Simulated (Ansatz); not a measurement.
```yaml
crystal:
  lattice:
    - [3.51555, 0.00000, 0.00000]
    - [-1.75778, 3.04456, 0.00000]
    - [0.00000, 0.00000, 5.62343]
  atoms:
    - { symbol: Hf, position: [0.00000, 0.00000, 0.00000] }
    - { symbol: S, position: [0.33333, 0.66667, 0.26454] }
    - { symbol: S, position: [0.66667, 0.33333, 0.73546] }
```

No spin polarisation.

Calculations: Ansatz (an electronic-structure program), PBE-D3(BJ), PAW, cutoff 420 eV, spin-orbit coupling left out. k-mesh 11×11×6 (Γ-centred); smearing 0.05 eV (Fermi–Dirac).

Problem. Predict the width of the top valence band.

Solution. 2.36 eV.

Problem. What is the computed band gap?

Solution. 0.47 eV.

Problem. What is the computed gap character?

Solution. Indirect, Γ → L.

Problem. What smallest direct gap does the calculation give?

Solution. 1.50 eV.

With Hf present, leaving out spin-orbit coupling can change the band edges. The cells carry an imposed strain or load. No phonon test of stability was made. The cell was made from HfS2 in the CdI2 type structure (space group P-3m1, No. 164; layered, stacked along the Cartesian z axis) by this change: isotropic strain −2.50 %.
